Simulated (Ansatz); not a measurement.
Pb under a change: 2 layers

Start from Pb in the fcc (Cu type) structure (space group Fm-3m, No. 225; a = 4.9913 Å). Axes: x, y, z lie along the cube axes.

Now apply this change: a free-standing slab of 2 layers (2 atoms, 1 a layer) is cut normal to [111], with 15 Å of vacuum and the in-plane cell held at bulk.

Level of theory: r2SCAN, PAW, 500 eV (Ansatz, a quantum-chemistry and plane-wave program; no spin-orbit coupling), earlier PAW set. k-mesh 15×15×1 (Γ-centred); smearing 0.05 eV (Fermi–Dirac), for the changed cell.

Layer's space group (with vacuum): P-3m1 (No. 164)
Shortest interatomic distance: 3.294 Å (base 3.529 Å)
Band gap: zero (base zero)
Excess energy per area of both faces (slab less bulk energy over the cell's area: twice a surface energy): 0.42 J/m²
Thickness between the outermost nuclei: 2.59 Å

Final structure:

```
CELL_PARAMETERS angstrom
      3.52935     0.00000     0.00000
      1.76468     3.05651     0.00000
      0.00000     0.00000    17.88171
ATOMIC_POSITIONS crystal
  Pb 0.33333 0.83333 0.42765
  Pb 0.00000 0.50000 0.57235
```

Cost of the whole job for the changed cell (relaxation, final SCF and bands): very roughly 80 core-seconds.

The excess energy carries the mismatch between the slab's and the bulk's meshes. No phonon test of stability was made.
